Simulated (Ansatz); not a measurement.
Surface: Si(111) 1x1 surface, 6 top atoms, 3 bilayers, bottom bilayer H-capped and fixed, every top atom capped by H; cell 11.5 x 6.6 Å; two neighbouring H replaced by OH; about 7 Å thick over the host's atoms, 18 atoms held. All values below come from PBE-D3(BJ) (plane waves to 420 eV, PAW; Ansatz, a first-principles code). k mesh 1 x 2 x 1. The slab states were run without spin polarisation. Slab thickness, cell and mesh are as stated and are not converged limits. No zero-point or entropy terms are included. Each state was relaxed from one prepared geometry.

End state of this step: the surface fragment of SiCl4 exchanges a second ligand with a neighbouring O-H group. Atoms near the product:

| atom | x (Å) | y (Å) | z (Å) |
|---|---|---|---|
| Si(1) | 2.036 | 3.366 | 9.484 |
| Si(3) | 0.022 | 4.442 | 8.870 |
| H(14) | 0.012 | 6.758 | 11.055 |
| H(45) | -1.947 | 3.275 | 11.070 |
| O(48) | 2.459 | 3.427 | 11.140 |
| H(49) | 1.010 | 3.940 | 12.319 |
| Si(a0) | 3.862 | 3.346 | 12.009 |
| Cl(a2) | 3.900 | 4.918 | 13.299 |
| Cl(a3) | 3.808 | 1.648 | 13.127 |
| Cl(a4) | 0.001 | 4.324 | 13.050 |

Problem. What energy does it take to move HCl into the gas, one a cell, with the surface relaxed behind it, and what are its closest contacts before it leaves?

Solution. 0.26 eV. Its closest contacts to the rest of the cell: H(49)...O(48) 1.94 Å, H(49)...Si(a0) 2.93 Å, Cl(a4)...H(45) 2.97 Å.
